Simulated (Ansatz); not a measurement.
The starting structures come from a database of crystals and need not be the phases stable at ambient conditions.

Consider the following.

```
CELL_PARAMETERS angstrom
      6.92487    -0.19041     0.20450
     -3.33046     6.07986     0.02954
      3.25390     1.81989     5.85836
ATOMIC_POSITIONS crystal
  Ga 0.07443 0.15939 0.76646
  Ga 0.92557 0.84061 0.23354
  Cl 0.62427 0.80938 0.56586
  Cl 0.37573 0.19062 0.43414
  Cl 0.23789 0.23841 0.00066
  Cl 0.76211 0.76159 0.99934
  Cl 0.87694 0.32401 0.79916
  Cl 0.12306 0.67599 0.20084
```

Space group of this cell: P-1. The cell was relaxed by PBE-D3(BJ); by PBEsol its mean pressure is -0.6 GPa.

Transport runs along the normal of the first two printed cell vectors.

The gap is the functional's own. No spin-orbit coupling. Mid-gap values are interpolated on the energy grid.

Q: Compute, with PBEsol (Ansatz, a quantum-chemistry and plane-wave program), the band gap and the smallest decay constant κ at mid-gap.

A: Gap 3.91 eV on a 6×6×6 mesh; κ = 0.361 1/Å, at the zone centre.
